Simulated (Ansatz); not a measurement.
Take AlRu in the CsCl type structure (space group Pm-3m, No. 221; relaxed with 0.1 eV smearing) as the base.

AlRu is modelled in the cubic space group Pm-3m (No. 221), the CsCl type structure, Pearson symbol cP2. Lattice parameters: a = 2.955 Å, b = 2.955 Å, c = 2.955 Å, α = 90.00°, β = 90.00°, γ = 90.00°. Al on 1b is surrounded by 8 Ru at 2.559 Å and 6 Al at 2.955 Å. Ru on 1a is coordinated by 8 Al at 2.559 Å and 6 Ru at 2.955 Å. (Neighbours: up to the widest gap in distance over summed covalent radii, below 1.35, at either atom.)

Computed with LDA (Ansatz, a program for electronic structure), spin-orbit coupling left out.

Strains are applied to the cell and any free atomic positions relax.

One change was made to it. Results:

The pressure goes from zero to 11.6 GPa; the energy increases by 20 meV/atom.

Task: What was done to the base?
A. isotropic strain +3.00 %
B. isotropic strain −3.00 %
C. isotropic strain +1.00 %
D. isotropic strain −1.50 %

Result: D, isotropic strain −1.50 %. For comparison, the energy relative to the base in the other runs: isotropic strain −3.00 % gives +83 meV/atom; isotropic strain +1.00 % gives +8.1 meV/atom; isotropic strain +3.00 % gives +68 meV/atom.

Stability against distortions was not tested. All final runs are without spin polarisation.
